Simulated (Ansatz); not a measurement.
**CsCl-type CuPd**

These are r²SCAN in Ansatz (plane waves, PAW) values and carry that method's errors.

Numerical settings: plane-wave cutoff 560 eV, 18×18×18 k mesh, Fermi–Dirac smearing 0.05 eV, no spin polarisation, scalar-relativistic PAW data made under PBE.

Cell (relaxed at this level):

```cif
data_CuPd
_chemical_formula_sum 'Cu1 Pd1'
_space_group_name_H-M_alt 'P 1'
_space_group_IT_number 1
_cell_length_a 2.98188
_cell_length_b 2.98188
_cell_length_c 2.98188
_cell_angle_alpha 90.000
_cell_angle_beta 90.000
_cell_angle_gamma 90.000
loop_
_space_group_symop_operation_xyz
  'x, y, z'
loop_
_atom_site_label
_atom_site_type_symbol
_atom_site_fract_x
_atom_site_fract_y
_atom_site_fract_z
_atom_site_occupancy
Cu1 Cu 0.00000 0.00000 0.00000 1
Pd1 Pd 0.50000 0.50000 0.50000 1
```

```json
{
  "bulk modulus B0": "173 GPa"
}
```

Note: the run has no spin polarisation, so it can have missed a magnetic state; the bulk modulus is −V dP/dV from two relaxed cells at ±2 % in volume.

Static lattice: no zero-point or thermal effects.

Computing time: about 30 core-seconds (a rough figure).

Ansatz is a first-principles code.
